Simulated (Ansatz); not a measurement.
## Band edges of zincblende BeS (F-43m) under hydrostatic pressure

Cell and atoms are relaxed with PBEsol to each stress (compression positive); bands and masses by PBEsol with spin-orbit coupling, rigid bands (plane waves, PAW; Ansatz, a program for electronic structure).

```yaml
crystal:
  lattice:
    - [0.00000, 2.41892, 2.41892]
    - [2.41892, 0.00000, 2.41892]
    - [2.41892, 2.41892, 0.00000]
  atoms:
    - { symbol: Be, position: [0.00000, 0.00000, 0.00000] }
    - { symbol: S, position: [0.75000, 0.75000, 0.75000] }
```

```tsv
stress (GPa)	ln(V/V₀) (%)	gap (eV)	mean mₑ*
-2.00	2.15	2.925	0.37
0	0	2.877	0.37
2.00	-1.97	2.831	0.36
5.00	-4.70	2.764	0.36
10.00	-8.72	2.659	0.35
```

 Masses are conductivity masses at 300 K in electron masses, harmonic means over x, y and z.

Question: Estimate the bulk modulus from the two loads next to zero.

Answer: B ≈ −Δp/Δln V = 4.00 GPa/4.12 % = 97 GPa (PBEsol), a mean over this interval.

Question: How fast does the gap move on either side of zero load?

Answer: Under tension, (2.925 − 2.877) eV over -2.00 GPa = -24 meV/GPa, or about 2.2 eV per unit ln V; under compression, (2.831 − 2.877) eV over 2.00 GPa = -23 meV/GPa, or about 2.3 eV per unit ln V. The two slopes part by 1 meV/GPa; gaps are resolved to about 0.01 eV, which allows 10 meV/GPa, so these rows don't tell them apart.

Masses are those of dilute carriers in rigid bands with one relaxation time, without polarons. Third decimals of gaps are kept for the arithmetic. Every relaxation keeps the zincblende phase (space group F-43m under this load), so a transition, a distortion that breaks the symmetry or fracture can't show.
